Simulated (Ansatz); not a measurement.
Consider a periodic stack without vacuum, rock-salt NbN (1 1 0) on zinc-blende GaSb (1 1 0) (film strained to the substrate, started from cuts of the bulks and a machine-learned relaxation; slabs Ga6Sb6 and N12Nb12, which can lie off the formulas): substrate slab Ga6Sb6, film N12Nb12, surface cells [[0, -1], [1, -1]] and [[1, 0], [1, 2]], film strained by -0.6 and -0.6 %, outermost planes GaSb/GaSb and NNb/NNb as cut, which need not be the usual terminations and can put a slab off its formula. Its start:

```
GaNb2N2Sb
1.0
    4.39298     0.00000    -0.04069
    4.39298     6.21261    -0.15999
    0.87425    -0.46538    23.42282
Ga Sb N Nb
6 6 12 12
Direct
  0.69296   0.95740   0.14608
  0.65473   0.47185   0.03945
  0.64776   0.01290   0.33273
  0.68211   0.48348   0.23411
  0.54457   0.12919   0.52534
  0.59869   0.55300   0.42372
  0.42071   0.20738   0.05314
  0.44348   0.70828   0.13737
  0.43243   0.23401   0.23662
  0.40072   0.76119   0.32640
  0.34960   0.30308   0.42380
  0.31425   0.86062   0.51120
  0.99281   0.67415   0.61830
  0.47675   0.18382   0.61233
  0.73323   0.42844   0.67753
  0.22633   0.93800   0.67865
  0.43801   0.19604   0.74982
  0.93383   0.69764   0.75011
  0.20844   0.96176   0.81491
  0.72144   0.44917   0.81557
  0.92571   0.71179   0.88679
  0.41204   0.21962   0.88700
  0.64851   0.48764   0.95191
  0.16363   0.96814   0.94770
  0.22237   0.43890   0.67861
  0.72885   0.93597   0.67695
  0.49158   0.67660   0.61715
  0.99417   0.16668   0.61051
  0.71779   0.95697   0.81826
  0.22033   0.45670   0.81886
  0.93199   0.19586   0.74520
  0.43407   0.69275   0.74766
  0.16424   0.47193   0.95263
  0.65545   0.97422   0.94878
  0.41707   0.72073   0.88474
  0.91683   0.21411   0.89003
```

The start was prepared with a machine-learned potential, and the result is one local minimum, with the in-plane cell held and forces under 0.04 eV/Å; the film can end far from its bulk form.

The numbers are results of PBE (plane waves to 420 eV, PAW; Ansatz, a quantum-chemistry and plane-wave program), not measurements. Scalar-relativistic, without spin–orbit coupling; the runs are not spin-polarised. Its k-point mesh 9×5×1, Fermi–Dirac width 0.05 eV.

Problem. Predict the relaxed interface.

Solution. 
| Item | Result |
|---|---|
| interface area | 27.3 Å² |
| period | 23.30 Å |
| heights between the nearest atoms of the two slabs at the two interfaces | 2.01 and 2.02 Å |
| Ga–Nb contacts across the interfaces within 1.22 times the sum of covalent radii | 4, mean 3.20 Å |
| Nb–Sb contacts across the interfaces within 1.22 times the sum of covalent radii | 4, mean 2.95 Å |
| Ga–N contacts across the interfaces within 1.22 times the sum of covalent radii | 2, mean 2.03 Å |
